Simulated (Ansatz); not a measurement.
# ZnS: response to strain

Base system: ZnS in the wurtzite structure (space group P6_3mc, No. 186; a = 3.8453 Å, c = 6.3052 Å).

Strains are applied to the cell and any free atomic positions relax.

Computed with PBE/PAW in Ansatz (a first-principles code), no spin-orbit coupling.

Notes on the quantities. pressure: mean of the normal stresses, compression positive.

| isotropic strain (%) | pressure (GPa) |
|---|---|
| -3 | 7.7 |
| -2.4 | 5.9 |
| -1.8 | 4.3 |
| -1.2 | 2.7 |
| -0.6 | ? |
| 0 | 0.0 |

Fit P = P₀ − Bδ + Cδ² with δ = (1 + ε)³ − 1 to the rows shown and predict the withheld row.

Least squares on the printed values gives P₀ = 0.0 GPa, B = 68.6 GPa (at held cell shape), C = 224 GPa (largest residual 0.0 GPa); this predicts 1.3 GPa, and the run gives 1.3 GPa, in agreement.

Whether these cells are dynamically stable was not tested.
